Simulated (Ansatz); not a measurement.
We consider C (model structure, P6₁22, No. 178, 6 atoms in the cell), described by G0W0@PBEsol (Ansatz, an electronic-structure program, plane waves, hard PAW, contour deformation).

The cell is the one relaxed with PBEsol. Conventional cell: a = 3.5571 Å, b = 3.5571 Å, c = 3.3580 Å, α = 90.00°, β = 90.00°, γ = 120.00°.

The quasiparticle gap at Γ at a fixed k mesh 3×3×2:

```csv
response cutoff,value (eV)
"150 eV, 282 empty bands",8.771
"200 eV, 434 empty bands",8.821
"250 eV, 607 empty bands",8.849
"300 eV, 798 empty bands",8.861
```

Q: Taking the value to converge with the response cutoff E as E^(−3/2), extrapolate from the last two rows.

A: With y = y∞ + c/w and weights w = 3953 and 5196 for the last two rows, y∞ = (w2 y2 − w1 y1)/(w2 − w1) = (5196 × 8.861 − 3953 × 8.849)/1243 = 8.899 eV, which lies 0.038 beyond the last row. Successive pairs of rows give 8.914, 8.919, 8.899. The limit also hangs on the law assumed, so its last digits aren't firm.

The other settings are not extrapolated, so this is the limit in one setting alone.

At the last cutoff the smallest gap on this mesh is 7.89 eV, with an edge away from Γ.

A model structure was made by putting elements into a prototype or built by hand; it is no filed structure, need not be a known phase, and can be a saddle point held by its symmetry.
